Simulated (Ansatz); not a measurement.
This Ansatz (a quantum-chemistry and plane-wave program) input is the reference run, HgTe in the zinc blende structure (space group F-43m, No. 216), computed with r2SCAN/PAW in Ansatz, spin-orbit coupling left out:

Ansatz 0.2 input:
```yaml
crystal:
  lattice:
    - [0, 3.2864000973, 3.2864000973]
    - [3.2864000973, 0, 3.2864000973]
    - [3.2864000973, 3.2864000973, 0]
  atoms:
    - { symbol: Te, position: [0.75, 0.75, 0.75] }
    - { symbol: Hg, position: [0, 0, 0] }
basis: { ecutwfc: 500, ecutrho_ratio: 4, xc_grid: 4, fft_grid_basis: typed }
kpoints: { mp_grid: { grid: [12, 12, 12] } }
hamiltonian:
  xc: r2scan
  dispersion: none
  pseudopotentials: { kind: paw }
scf: { occupations: { method: fermi_dirac, width: 0.05 }, convergence: { dr2_threshold: 0.0000000002 } }
output: { forces: true, stress: true }
checkpoint: { write: state.ck, write_every: 1000 }
```

Task: Write the input for this change: a free-standing slab of 4 layers (8 atoms, 2 a layer) is cut normal to [110], with 15 Å of vacuum and the in-plane cell held at bulk.

Result: 
Ansatz 0.2 input:
```yaml
crystal:
  lattice:
    - [4.647671589, 0, 0]
    - [0, 6.5728001946, 0]
    - [0, 0, 21.9715073835]
  atoms:
    - { symbol: Te, position: [0.75, 0.5, 0.3413511813] }
    - { symbol: Hg, position: [0.25, 0.25, 0.3413511813] }
    - { symbol: Te, position: [1.25, 1, 0.4471170604] }
    - { symbol: Hg, position: [0.75, 0.75, 0.4471170604] }
    - { symbol: Te, position: [1.75, 1.5, 0.5528829396] }
    - { symbol: Hg, position: [1.25, 1.25, 0.5528829396] }
    - { symbol: Te, position: [2.25, 2, 0.6586488187] }
    - { symbol: Hg, position: [1.75, 1.75, 0.6586488187] }
basis: { ecutwfc: 500, ecutrho_ratio: 4, xc_grid: 4, fft_grid_basis: typed }
kpoints: { mp_grid: { grid: [10, 7, 1] } }
hamiltonian:
  xc: r2scan
  dispersion: none
  pseudopotentials: { kind: paw }
scf: { occupations: { method: fermi_dirac, width: 0.05 }, convergence: { dr2_threshold: 0.0000000008 } }
relax: { f_tol: 0.01, max_steps: 50 }
output: { forces: true, stress: true }
checkpoint: { write: state.ck, write_every: 1000 }
```
This is the input that was run; other choices of cell and start would serve too.

Whether these cells are dynamically stable was not tested. The final runs are not spin-polarised.
